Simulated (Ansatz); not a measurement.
Troubleshooting Ansatz (a first-principles code): a failed run on InAs (P6_3mc, 4 atoms in the cell). The aim is a self-consistent single point with DFT, r2SCAN, plane waves, default PAW files made with PBE.

Cell that was meant: a = 4.3114 Å, b = 4.3114 Å, c = 7.0888 Å, α = 90.00°, β = 90.00°, γ = 120.00°.

Part of the input:

Ansatz 0.2 input:
```yaml
  pseudopotentials: { kind: paw }
scf:
  occupations: { method: cold, width: 0.05 eV }
  max_iter: 4
output:
  forces: true
  eigenvalues: true
```

Log, with long lists cut:

```
SCF iter   1: F=—  HF=-20954.314325 eV  |F-HF|=—  |Δ(HF+E_count)|=         —  Δρ=5.96e-3  dr2=2.24e-2  dr2_τ=1.52e-2  ethr=1.77e-3  ⟨swp⟩=6.5  Hψ=5321  notcnv=0
all-band conjugate gradients solve this SCF's bands
preconditioner: auto → Resta (q_TF=auto, 2.423 Å⁻¹)
SCF iter   2: F=—  HF=-20954.326851 eV  |F-HF|=—  |Δ(HF+E_count)|=   1.25e-2  S|Δr|=    0.00e0  Δρ=2.44e-3  dr2=4.19e-3  dr2_τ=1.53e-4  ethr=4.01e-5  ⟨swp⟩=5.9  Hψ=7654  notcnv=0
SCF iter   3: F=—  HF=-20954.327324 eV  |F-HF|=—  |Δ(HF+E_count)|=   4.72e-4  S|Δr|=    0.00e0  Δρ=8.60e-4  dr2=7.98e-4  dr2_τ=1.31e-5  ethr=7.48e-6  ⟨swp⟩=4.1  Hψ=6219  notcnv=0
SCF iter   4: F=—  HF=-20954.327476 eV  |F-HF|=—  |Δ(HF+E_count)|=   1.53e-4  S|Δr|=    0.00e0  Δρ=2.15e-4  dr2=6.10e-5  dr2_τ=1.57e-6  ethr=1.43e-6  ⟨swp⟩=4.0  Hψ=4983  notcnv=0
Error: did not converge after 4 iterations: dr2 = 6.10e-5 (threshold 1.00e-7), under the density mixer `msr1`, which `scf.mixing.algorithm: auto` chose by the deck's other keys (type `scf.mixing.algorithm: msr1` to keep it); raise `scf.max_iter`, which need not help a stalled SCF, or adjust the mixing (`scf.mixing`) or, under a smearing, its width (`scf.occupations.width`, in either direction: another width is another result); this SCF holds its density and magnetisation to the symmetry operations that it keeps, and cannot end on a state that breaks one of them: if the state sought breaks one, re-run with `crystal.symmetry.detect: false`, without `crystal.symmetry.time_reversal: [...]
```

**Question.** What caused this, and what should be changed?

**Answer.** The fault is an iteration limit that is too low. The loop is cut before its threshold is met, so whatever is printed at the end is not self-consistent. To fix it, raise the limit, or leave it to the default. The run ended unconverged after 4 iterations.

An input that runs soundly differs in these lines (not the only fix; some lines may just follow from the change or write a value another way):
```diff
-  max_iter: 4
```

With that input, the run converged in 7 iterations: free energy E − TS (on the zero of these files) -20954.3275 eV; pressure -0.07 GPa (DFT, r2SCAN, plane waves, default PAW files made with PBE).

On the sound input: the starting cell comes from a database of computed structures (which also holds hypothetical and non-ambient phases and stackings), without a prior relaxation at this level. Ansatz's pressure includes its estimate of the finite-basis (Pulay) stress. A gap is left out here, as mesh or smearing make it unsure.
